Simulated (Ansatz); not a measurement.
CaCd2P2 (P-3m1), PBEsol, rigid bands run with Ansatz (a program for electronic structure): N_v = 1.97e19 cm⁻³ at 300 K and a hole conductivity mass of 0.541 mₑ along z (a = (4.25, 0.00, 0.00) Å; b = (-2.12, 3.68, 0.00) Å; c = (0.00, 0.00, 6.93) Å).

**Question.** For 1e17 holes per cm³ at 300 K, place the Fermi level, estimate the Seebeck coefficient of a parabolic band with constant τ, and give mobility and conductivity for τ = 5 fs.

**Answer.** The level lies k_BT ln(N_v/p) = 0.137 eV above the valence-band maximum. S ≈ +(k_B/e)[ln(N_v/p) + 5/2] = 671 μV/K, against 690 μV/K from the full bands (mean over directions). μ = eτ/m = 16.3 cm²/(V·s) and σ = peμ = 0.260 S/cm. τ is assumed, not computed.

Band transport and this doping are assumed; polarons and phonon drag are left out. Spin-orbit coupling is left out; where it splits the top of the valence band, N_v and the p-type Seebeck coefficient come out somewhat high without it.

Formula and space group known from diffraction (Crystallography Open Database), not checked to be the room-temperature form: CaCd2P2 (P-3m1).
